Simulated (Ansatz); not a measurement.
Worked calculations on one periodic cell of amorphous Si24O50Ti: Si24O50Ti, 75 atoms, volume 1126.7 Å³, made by a melt-quench on the CHGNet potential and relaxed with DFT. O atoms were pushed apart under 1.9 Å during the dynamics, to hinder bonds among them. It is a model cell: composition and starting density were chosen by hand, and all elements were melted together. Cycles of charging were run to anneal it. The numbers are results of PBE, scalar-relativistic without spin-orbit coupling (plane waves to 420 eV, PAW; Ansatz, a program for electronic structure), not measurements. Sampling: a 2×2×2 Γ-centred mesh; Fermi-Dirac width 0.02 eV; no spin polarisation. Its volume was held where the quench left it, its shape was free, and it stands at a mean pressure of 1.3 GPa with stress components up to 1.4 GPa; the relaxation ran on the zone centre alone. Its density went from a set 2.24 to 2.24 g/cm³. The cell is small and was quenched far faster than a real film, so it is one sample of the glass.

Problem. Count formal charges (Si +4, O -2, Ti +4). What does the count lead one to expect at the Fermi level, and what does the calculation give?

Solution. 24 × (+4) + 50 × (-2) + 1 × (+4) = 0. The charges balance, so the anion-derived valence states can be full and a gap can open. On this mesh the highest filled and lowest empty level lie 4.11 eV apart; localised defect or tail levels set that (at the zone centre the more localised edge state sits most on one Ti atom with neighbours O 1.84 Å, O 1.84 Å, O 1.84 Å, O 1.87 Å, O 2.35 Å), and the nearest spread-out levels lie 5.6 eV apart.

Four energies for an added electron at PBE on the zone centre alone (charged cells in a uniform background, spin-polarised): neutral at the neutral geometry -46211.790 eV; charged at the neutral geometry -46205.722 eV; charged and relaxed -46206.126 eV; neutral at the charged geometry -46211.118 eV.

Problem. Find the two relaxation energies and their sum, the reorganisation energy.

Solution. On charging: -46205.722 − (-46206.126) = 0.404 eV. On discharging: -46211.118 − (-46211.790) = 0.672 eV. The sum is 1.076 eV. The carrier's level spreads over 2 of the 75 atoms' worth, so it counts as localised, most on one Ti atom with neighbours O 1.84 Å, O 1.84 Å, O 1.84 Å, O 1.87 Å, O 2.35 Å (neutral geometry). The values are uncorrected: the image energy of a point charge in this cell, 2.84 × 14.40 / (2 × 10.4) = 2.0 eV before screening, is screened by electrons alone at the fixed geometry and by ions too after relaxing, and the carrier can be spread before it relaxes, so each term can be off by up to that value times 1/ε∞, some tenths of an eV. PBE's self-interaction favours spread-out carriers, so a hybrid can localise more.
